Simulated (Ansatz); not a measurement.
Take Nb in the bcc (W type) structure (space group Im-3m, No. 229; relaxed with 0.1 eV smearing) as the base.

```
CELL_PARAMETERS angstrom
     -1.62421     1.62421     1.62421
      1.62421    -1.62421     1.62421
      1.62421     1.62421    -1.62421
ATOMIC_POSITIONS crystal
  Nb 0.00000 0.00000 0.00000
```

Cartesian axes are those of the cell as printed.

All numbers come from Ansatz (a quantum-chemistry and plane-wave program), LDA, PAW, cutoff 420 eV, no spin-orbit coupling.

Base values:

| Item | Result |
|---|---|
| Pressure | 0.0 GPa |
| Shortest interatomic distance | 2.813 Å |

Modification: the cell is stretched by 2.50 % along z with no lateral relaxation, atoms relaxed at fixed cell.

### Question
Predict the new pressure and shortest interatomic distance.

### Answer
The pressure (mean of the normal stresses, compression positive) goes from zero to -4.4 GPa; the shortest interatomic distance goes up by 0.024 Å, from 2.813 Å to 2.837 Å.

The cells carry an imposed strain or load. No phonon test of stability was made. The final runs are not spin-polarised.
